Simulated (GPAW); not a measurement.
Band structure of ScIr3 (Pm-3m, 4 atoms in the cell).

```
CELL_PARAMETERS angstrom
      3.84833     0.00000     0.00000
      0.00000     3.84833     0.00000
      0.00000     0.00000     3.84833
ATOMIC_POSITIONS crystal
  Sc 0.00000 0.00000 0.00000
  Ir 0.00000 0.50000 0.50000
  Ir 0.50000 0.00000 0.50000
  Ir 0.50000 0.50000 0.00000
```

Level of theory: LDA (Perdew-Wang 92), GPAW PAW datasets LDA (gpaw-data 1.0.1) (plane waves; GPAW).

Settings: mode = pw; ecut = 850 eV; xc = LDA; kpts = 6 6 6; mesh shift (steps) = 0 0 0; occupations.name = fermi-dirac; occupations.width = 0.136 eV; nbands = -12; symmetry.symmorphic = false; symmetry.tolerance = 0.0005; maxiter = 120; bandpath_npoints = 40.

The starting cell comes from a database of computed structures (which also holds hypothetical and non-ambient phases and stackings), without a prior relaxation at this level. Its lattice was rescaled by a random factor within 2.5 % of one. Spin-orbit coupling is off. Spin polarisation is off.

Levels in eV from the Fermi level, bands 25 to 32:
```json
[
 {"point": "Γ", "25": "0.18", "26": "1.62", "27": "2.19", "28": "2.19", "29": "2.19", "30": "3.14", "31": "3.14", "32": "3.14"},
 {"point": "X", "25": "-1.82", "26": "-1.05", "27": "-0.98", "28": "-0.98", "29": "0.51", "30": "2.20", "31": "2.45", "32": "2.45"},
 {"point": "M", "25": "-1.70", "26": "-1.65", "27": "-1.65", "28": "-0.75", "29": "-0.67", "30": "-0.44", "31": "3.13", "32": "3.13"},
 {"point": "R", "25": "-1.24", "26": "-0.15", "27": "0.98", "28": "0.98", "29": "0.98", "30": "1.62", "31": "1.62", "32": "1.62"}
]
```

Bands cross the Fermi level along this path, so the cell is metallic at this level.
